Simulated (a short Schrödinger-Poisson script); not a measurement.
Structure: gated In0.52Al0.48As/In0.53Ga0.47As δ-doped gas in a quantum well, at 77 K.

| layer | material | thickness (nm) | Na (cm⁻³) |
|---|---|---|---|
| 1 | In0.52Al0.48As | 8 | - |
| 2 | In0.52Al0.48As | 5 | - |
| 3 | In0.53Ga0.47As | 20 | - |
| 4 | In0.52Al0.48As | 4000 | 6e14 |

The device is made up for the run: typed textbook-type constants, with dimensions and the other settings drawn at random. In0.52Al0.48As: permittivity 12.5, conduction-band edge (eV) 0.52, gap (eV) 1.45, electron mass (mₑ) 0.075, Nv at 300 K (cm⁻³) 1.1e19. In0.53Ga0.47As: permittivity 13.9, conduction-band edge (eV) 0, gap (eV) 0.74, Nv at 300 K (cm⁻³) 7.7e18.

Channel valleys (confinement mass, in-plane density-of-states mass, number): Γ 0.041, 0.041, 1. At the gate the conduction-band edge of layer 1 lies 0.65 eV − eVg above the Fermi level of the channel; the field vanishes at the back. Sheet of ionised δ-doping: +2.5e12 e/cm² at 8 nm from the gate. The barrier under the gate holds no holes. Gaps are held at their typed values at every temperature. Mesh 0.08 nm at interfaces.

Solved with a short Schrödinger-Poisson script written for these runs: 1D Poisson equation in equilibrium, electrons quantum, Hartree (BenDaniel-Duke, 40 states a valley, the channel's in-plane mass for all, wave functions free to enter the barrier), parabolic valleys, classical holes, full ionisation, no traps, pinning or gate leakage.

Problem. List the lowest subbands of each valley and their electrons at Vg = 0.4 V.

Solution. 
| valley | subband | energy from the Fermi level (meV) | electrons (cm⁻²) | share (%) |
|---|---|---|---|---|
| Γ | 0 | -85.0 | 1.46e12 | 81.7 |
| Γ | 1 | -18.6 | 3.25e11 | 18.3 |
| Γ | 2 | 59.2 | 1.53e7 | 0.0 |

All electrons: 1.78e12 cm⁻².
